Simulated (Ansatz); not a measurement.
The parent structure is CdI$_{2}$ in the CdI2 type structure (space group P-3m1, No. 164; layered, stacked along the Cartesian z axis).

```
CELL_PARAMETERS angstrom
      4.15270     0.00000     0.00000
     -2.07635     3.59635     0.00000
      0.00000     0.00000     6.55084
ATOMIC_POSITIONS crystal
  Cd 0.00000 0.00000 0.00000
  I  0.66667 0.33333 0.26119
  I  0.33333 0.66667 0.73881
```

All numbers come from PBEsol-D3(BJ) (Ansatz, a quantum-chemistry and plane-wave program; PAW; 420 eV plane waves; scalar-relativistic without spin-orbit coupling).

Strains are applied to the cell and any free atomic positions relax.

One change was made to it. Results:

The largest internal atomic displacement comes out as 0.086 Å; the smallest direct gap shrinks by 0.18 eV to 2.38 eV; the energy rises by 18 meV/atom; the width of the top valence band falls by 0.44 eV to 1.10 eV; the band gap increases by 0.152 eV (2.17 eV → 2.33 eV).

Task: Name the change that was made.
A) isotropic strain −1.50 %
B) isotropic strain +3.00 %
C) isotropic strain −3.00 %
D) isotropic strain +0.50 %

Result: B, isotropic strain +3.00 %. For comparison, the band gap in the other runs: isotropic strain −3.00 % gives 1.95 eV; isotropic strain +0.50 % gives 2.20 eV; isotropic strain −1.50 % gives 2.08 eV.

With I present, leaving out spin-orbit coupling can change the band edges. No phonon test of stability was made.
